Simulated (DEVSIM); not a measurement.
Device: abrupt In0.53Ga0.47As n-p junction, at 300 K.

Layer 1 from the left is In0.53Ga0.47As, thickness (μm) 16.0, Nd (cm⁻³) 1.6e15, τn (s) 9.2e-9, τp (s) 9.2e-9. Layer 2 from the left is In0.53Ga0.47As, thickness (μm) 2.40, Na (cm⁻³) 1.1e16, τn (s) 9.2e-9, τp (s) 9.2e-9.

Left contact: ohmic. Right contact: ohmic. Voltage is applied to the left contact. Recombination: SRH at mid-gap, Auger. Mobility is μmin + (μ − μmin)/(1 + (N/Nref)^α).

The device is made up for the run: typed textbook-type constants, with dimensions and the other settings drawn at random. Values at 300 K.

In0.53Ga0.47As: gap (eV) 0.74, affinity (eV) 4.51, permittivity 13.9, Nc (cm⁻³) 2.1e17, Nv (cm⁻³) 7.7e18, μn (cm²/Vs) 12000, μp (cm²/Vs) 300, μn,min 300, μp,min 10, Nref,n 1.3e17, Nref,p 4.9e17, αn 0.48, αp 0.4, Cn (cm⁶/s) 5e-29, Cp (cm⁶/s) 5e-29.

### Question
Estimate by hand the built-in potential, the peak field at zero bias, the capacitance at 0.6 V, and compare with a numerical solution.

### Answer

- Built-in potential: ni = √(Nc Nv) exp(−Eg/2kT) = 7.74e11 cm⁻³ with Eg = 0.740 eV; Vbi = kT/q ln(Na Nd/ni²) = 0.445 V; numerical 0.445 V.
- Peak field at zero bias: depletion approximation: W = √(2εVbi/(qN)) = 0.699 μm with N = 1.40e15 cm⁻³; field = 2Vbi/W = 12700 V/cm; numerical 12100 V/cm (estimate above by 4.9 %).
- Capacitance at 0.6 V: C = √(qεN / 2(Vbi + |V|)) = 11.5 nF/cm²; numerical 11.8 nF/cm² (estimate below by 2.5 %).

Simulated with DEVSIM: 1D drift-diffusion, Boltzmann statistics, complete ionisation; no tunnelling, impact ionisation, image-force lowering or self-heating.
